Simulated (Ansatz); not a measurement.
A computed series for Ta2N: thickness series

Base system: Ta2N in the anti-CdI2 type structure (space group P-3m1, No. 164; a = 3.075 Å, c = 4.851 Å).

Free-standing slabs (3 atom(s) a layer) normal to the stacking axis with 15 Å of vacuum; in-plane cell relaxed.

Levels (all Ansatz, a first-principles code, PAW): PBE-D3(BJ) (420 eV, without spin-orbit coupling); r2SCAN+rVV10 (500 eV, spin-orbit coupling left out).

The base cell above is that of PBE-D3(BJ); each level relaxes its own structures.

```tsv
case	thickness between the outermost nuclei, PBE-D3(BJ)	thickness between the outermost nuclei, r2SCAN+rVV10
1 layer	2.36 Å	2.38 Å
2 layers	7.47 Å	7.50 Å
3 layers	12.23 Å	12.28 Å
4 layers	17.11 Å	17.21 Å
```

PBE-D3(BJ) lies below r2SCAN+rVV10 in every row, by 0.01 Å to 0.11 Å. They put the cases in the same order.

Stability against distortions was not tested. All final runs are without spin polarisation. An odd electron count without spin: Ta2N.
